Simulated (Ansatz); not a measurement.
GaN (model structure, started from the MgO type, Pm-3n, No. 223, 12 atoms in the cell) was calculated with r²SCAN+rVV10 (Ansatz, a quantum-chemistry and plane-wave program, PAW).

Settings: plane-wave cutoff 560 eV, 6×6×6 k mesh, Fermi–Dirac smearing 0.01 eV, scalar-relativistic PAW data made under PBE.

Cell (relaxed at this level):

```xyz
12
Lattice="5.4987 0.0000 0.0000 0.0000 5.4987 0.0000 0.0000 0.0000 5.4987" Properties=species:S:1:pos:R:3 pbc="T T T"
Ga     1.3747     0.0000     2.7494
Ga     4.1240     0.0000     2.7494
Ga     2.7494     4.1240     0.0000
Ga     2.7494     1.3747     0.0000
Ga     0.0000     2.7494     4.1240
Ga     0.0000     2.7494     1.3747
N      1.3747     2.7494     0.0000
N      4.1240     2.7494     0.0000
N      0.0000     4.1240     2.7494
N      0.0000     1.3747     2.7494
N      2.7494     0.0000     4.1240
N      2.7494     0.0000     1.3747
```

Task: What does this level give for the band gap?

Result: 
- band gap: 1.78 eV (on the SCF k mesh)

Note: the relaxation could raise the start's symmetry but not lower it, so the cell can be a saddle point.

Spin–orbit coupling is not included.

A model structure was made by putting elements into a prototype or built by hand; it is no filed structure, need not be a known phase, and can be a saddle point held by its symmetry.
